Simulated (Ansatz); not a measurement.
We consider BeS (model structure, started from the wurtzite type, P6₃mc, No. 186, 4 atoms in the cell), described by r²SCAN+rVV10 in Ansatz (PAW).

Run with plane-wave cutoff 560 eV, 12×12×6 k mesh (along the axes of the cell as run), Fermi–Dirac smearing 0.01 eV, scalar-relativistic PAW data made under PBE.

Computed at the level's own relaxed cell.

```yaml
crystal:
  lattice:
    - [3.42611, 0.00000, 0.00000]
    - [-1.71306, 2.96710, 0.00000]
    - [0.00000, 0.00000, 5.65102]
  atoms:
    - { symbol: Be, position: [0.66667, 0.33333, 0.99950] }
    - { symbol: Be, position: [0.33333, 0.66667, 0.49950] }
    - { symbol: S, position: [0.66667, 0.33333, 0.62570] }
    - { symbol: S, position: [0.33333, 0.66667, 0.12570] }
```

Question: List the 9 lowest band energies at Γ above −25 eV (eV, relative to the valence band maximum), grouping those that round alike.

Answer: At Γ: -14.37, -12.73, -6.07, -1.17 (×2), -0.17, 0.00 (×2), 5.70.

Note: the relaxation could raise the start's symmetry but not lower it, so the cell can be a saddle point.

A model structure was made by putting elements into a prototype or built by hand; it is no filed structure, need not be a known phase, and can be a saddle point held by its symmetry.

Ansatz is an electronic-structure program.
